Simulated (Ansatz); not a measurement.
## Response to strain in hypothetical anti-perovskite Mg3PbO

Consider Mg$_{3}$PbO in the anti-perovskite structure (space group Pm-3m, No. 221; a = 4.4341 Å; a hypothetical phase, not in the database extracts checked). Axes: x, y, z lie along the cube axes.

Strains are applied to the cell and any free atomic positions relax; under biaxial strain the out-of-plane vector relaxes too; under stress the whole cell relaxes.

Computed with PBE (Ansatz, a program for electronic structure; PAW; 420 eV plane waves; scalar-relativistic without spin-orbit coupling).

Notes on the quantities. pressure: mean of the normal stresses, compression positive; energy relative to the base: free energy F.

| variant | pressure | energy relative to the base | volume per atom |
|---|---|---|---|
| base | 0.0 GPa | 0 meV/atom | 17.44 Å³ |
| biaxial strain +1.64 %, plane normal [001], relaxed out of plane | -1.1 GPa | +3.1 meV/atom | 17.78 Å³ |
| isotropic strain +4.33 % | -6.2 GPa | +51 meV/atom | 19.80 Å³ |
| isotropic strain +4.81 % | -6.6 GPa | +62 meV/atom | 20.07 Å³ |
| uniaxial stress, 1 GPa tension along x | – | +0.7 meV/atom | 17.53 Å³ |

Without a gap, meshes like the base's 11×11×11 leave anisotropic stresses uncertain by several tenths of a GPa, and small strain energies with them. Stability under load was not tested beyond the relaxation. The final runs are not spin-polarised.
